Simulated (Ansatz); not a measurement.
Base system: SiO$_{2}$ (space group P3_221, No. 154; a = 4.866 Å, c = 5.365 Å). Axes: x lies along a and z along c of the hexagonal cell.

The values are results of LDA (Ansatz, a quantum-chemistry and plane-wave program), scalar-relativistic without spin-orbit coupling, not measurements.

The change: the cell is stretched by 0.75 % along x with no lateral relaxation, atoms relaxed at fixed cell.

Q: Predict the stress tensor and what it implies for the stiffness.

A: Stress of the strained cell less that of the base (GPa, compression positive):
```
  -0.57    0.00    0.00
   0.00   -0.08   -0.13
   0.00   -0.13   -0.08
```

Then −Δσ_ii/ε with ε = 0.0075 gives relaxed-ion elastic constants: C11 ≈ 76 GPa.

Whether these cells are dynamically stable was not tested.
